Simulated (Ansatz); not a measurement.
Reference: LaS (Fm-3m), PBEsol, DFPT electron-phonon coupling, linearised Boltzmann equation (plane waves, PAW, scalar-relativistic; Ansatz, a quantum-chemistry and plane-wave program); geometry: relaxed with this functional, without spin-orbit coupling.

```yaml
crystal:
  lattice:
    - [0.00000, 2.90274, 2.90274]
    - [2.90274, 0.00000, 2.90274]
    - [2.90274, 2.90274, 0.00000]
  atoms:
    - { symbol: La, position: [0.00000, 0.00000, 0.00000] }
    - { symbol: S, position: [0.50000, 0.50000, 0.50000] }
```

The resistivity at 300 K comes out as 13.9 μΩ·cm and the mean free path at 300 K comes out as 8.4 nm.

Question: Replace La by Y on the same sites and relax. What happens?

Answer: YS (Fm-3m): volume per atom 24.5 to 20.3 Å³; resistivity at 300 K rises (13.9 μΩ·cm to 19.6 μΩ·cm); mean free path at 300 K falls (8.4 nm to 5.2 nm).

Question: Replace S by Te on the same sites and relax. What happens?

Answer: LaTe (Fm-3m): volume per atom 24.5 to 32.6 Å³; resistivity at 300 K rises (13.9 μΩ·cm to 24 μΩ·cm); mean free path at 300 K falls (8.4 nm to 6.3 nm).

Question: Swap S for Se, keeping the structure type. How do these values move?

Answer: LaSe (Fm-3m): volume per atom 24.5 to 27.3 Å³; resistivity at 300 K rises (13.9 μΩ·cm to 17.9 μΩ·cm); mean free path at 300 K falls (8.4 nm to 7.1 nm).

Moves up to 11 % count as about the same. Metals; harmonic phonons alone scatter; means over directions. The mean free path is weighted by the current that each state carries. Halving the electron mesh moves these values by up to 8 %; q meshes are mostly untested. Some of the runs warned that the eigensolver left states short of its tolerance. Spin-orbit coupling is left out.

Formula and space group known from diffraction (Crystallography Open Database), not checked to be the room-temperature form: LaS (Fm-3m), LaSe (Fm-3m), LaTe (Fm-3m), YS (Fm-3m).
